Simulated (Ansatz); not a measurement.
# MgS: band gap against strain

MgS (rock salt, Fm-3m, 17.879 Å³/atom at rest, cube axes along x, y and z) under an equal strain ε along all three axes. PBE in Ansatz, a plane-wave DFT program (PAW, default set), 420 eV, 11×11×11 Γ-centred mesh, Fermi-Dirac smearing 0.05 eV; ions are relaxed within the symmetry of each cell. Gaps are the smallest over the k-mesh and a band path, without spin-orbit coupling; in all rows the valence edge lies at Γ and the conduction edge at about 1.2 Å⁻¹ from Γ.

Here s stands for strain and Eg for gap.

| strain (%) | gap (eV) |
|---|---|
| -3.00 | ? |
| -1.50 | 2.85 |
| -1.00 | 2.82 |
| -0.50 | 2.79 |
| 0.00 | 2.76 |
| 0.50 | 2.73 |
| 1.00 | 2.69 |
| 1.50 | 2.66 |

Task: Fit Eg against s with a straight line, and predict the withheld value at s = -3.00.

Result: Means: s 0, Eg 2.757. About the means, the sum of products is -0.44500 and the sum of squares of s is 7.0000; the slope is their ratio. Least squares gives Eg = 2.757 - 0.0636·s. Residuals (row less fit): -0.002, -0.001, 0.001, 0.003, 0.005, -0.003, -0.002; standard error 0.003 (degrees of freedom: 5). Over these rows the gap moves by -6.4 ± 0.1 eV per unit strain, or -2.1 eV per unit of ln V. At the withheld row, Eg = 2.757 - 0.0636 × (-3.0) = 2.948 eV. The calculation gives 2.95 eV, which the fit meets to the printed digits. The row lies outside the fitted rows, so this is an extrapolation. The fitted rows scatter only by rounding.

Other structures, which can take over under pressure, weren't tried. Rows are the converged runs of the series near zero and its far end; series whose fitted rows scatter by over a few per cent of the range, as at a crossing or softening among them, aren't shown in this form. Most that stay on the fit to the last digits aren't either.
